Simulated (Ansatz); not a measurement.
Rock-salt NdN, treated with BLYP (plane waves, PAW; Ansatz, an electronic-structure program).

Input file:

Ansatz 0.2 input:
```yaml
crystal:
  lattice:
    - [0.0, 2.566, 2.566]
    - [2.566, 0.0, 2.566]
    - [2.566, 2.566, 0.0]
  atoms:
    - { symbol: Nd, position: [0.0, 0.0, 0.0], spin: 3.0 }
    - { symbol: N, position: [0.5, 0.5, 0.5], spin: 0.0 }
basis:
  ecutwfc: 520
  ecutrho_ratio: 4
  xc_grid: 2
kpoints:
  mp_grid: { grid: [18, 18, 18] }
hamiltonian:
  xc: blyp
  dispersion: none
  pseudopotentials: { kind: paw }
scf:
  occupations: { method: fermi_dirac, width: 0.05 }
  convergence: { dr2_threshold: 0.0000000002 }
output:
  forces: true
  stress: true
  eigenvalues: true
magnetization:
  spin_polarized: true
```

Output (set-up and result lines):

```
WARN where this run starts from atoms, the 4f shell of Nd (site 0, from 0) starts with a moment of 3.13 μB, by Hund's first rule and in the place of the 3.00 …
Crystal: 2 atoms, lattice volume = 33.791 Å³
Basis set: ecut = 520 eV, 941 PW (Γ), exchange–correlation on 54×54×54 points (8 copies of the dense FFT grid, shifted against one another)
Bands: 18, of which v1, the nominal top of the filled ones, is band 10 counted from 1 (9 counted from 0)
Symmetry: 48 space group operations
Space group: Fm-3m (ITA 225), of the structure as read, at distance tolerance 3.2e-5 Å
k-points: 195 of 5832
Initial density: superposition of atomic densities (chi_scale 0.1, normalization cell, long waves kept (reshape's long-wave potential 0.00 eV rms))
Functional: x = b88, c = lyp
spin=Collinear: Kerker preconditioning applied to the charge; magnetization (m = ρ↑ − ρ↓) channel mixes plain (no charge-response kernel on spin).
SCF 1 converged in 16 iterations: F = -7739.225389 eV  dr2 = 7.23e-12
SCF converged after 16 iterations
Magnetization: 2.9958 μB (10.9979 up, 8.0021 down)
Free energy (F): -7739.225389 eV
Internal energy: -7739.219579 eV  (E = F + TS)
E sigma→0 (E₀):  -7739.222484 eV
Fermi energy:    14.122847 eV
--- Forces (eV/Å), atoms counted from 1 ---
  atom   1  Nd    -0.00000000     0.00000000    -0.00000000
  atom   2  N      0.00000000    -0.00000000    -0.00000000
--- Stress (GPa, compression-positive) ---
        3.435250      -0.000000      -0.000000
       -0.000000       3.435250       0.000000
       -0.000000       0.000000       3.435250
  P = ⅓ Tr σ = 3.4352 GPa (34.352 kbar)
```

The PAW data were made under PBE.

The run is spin-polarised with parallel starting moments, which need not be the measured order.

Note: the magnetic order was assumed, not searched for or taken from measurement. Note: the 4f shell is treated without U or exact exchange, so its levels and filling can be wrong. Note: cell and atoms aren't relaxed at this level (pressure 3.4 GPa).
